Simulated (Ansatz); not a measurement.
Consider the following.

```
Ni2P
1.0
    5.80139     0.00000     0.00000
   -2.90069     5.02415     0.00000
    0.00000     0.00000     3.32173
Ni P
6 3
Cartesian
  3.48074   0.00000   1.66086
  1.16032   2.00974   1.66086
 -1.74037   3.01441   1.66086
  2.14871   3.72168   0.00000
 -0.75198   1.30247   0.00000
  1.50396   0.00000   0.00000
  0.00000   3.34943   0.00000
  2.90069   1.67472   0.00000
  0.00000   0.00000   1.66086
```

Calculation: PBEsol, DFPT electron-phonon coupling, linearised Boltzmann equation (plane waves, PAW, scalar-relativistic; Ansatz, a quantum-chemistry and plane-wave program). Geometry: relaxed with this functional, without spin-orbit coupling.

### Question
What phonon-limited resistivity does this give at 300 K?

### Answer
37 (x), 37 (y), 39 (z) μΩ·cm.

### Question
And the electrons' mean free path at that temperature?

### Answer
3.8 nm, weighted by the current that each state carries. Wires not much wider than this gain resistivity from their walls.

A metal at this level (no band gap). Only scattering by harmonic phonons is included (no impurities, grain boundaries, electron-electron scattering or thermal expansion). Spin-orbit coupling is left out. Halving the electron mesh (16x16x24) moves the resistivity by up to 2 % at 300 K, the mean free path by up to 4 %. Smearing 0.20 eV; phonons on a 3x3x4 q mesh, which this run doesn't test.

Formula and space group known from diffraction (Crystallography Open Database), not checked to be the room-temperature form: Ni2P (P-62m). Treated as nonmagnetic (a ferromagnetic start lost its moment, other orders weren't tried): Ni2P (P-62m).
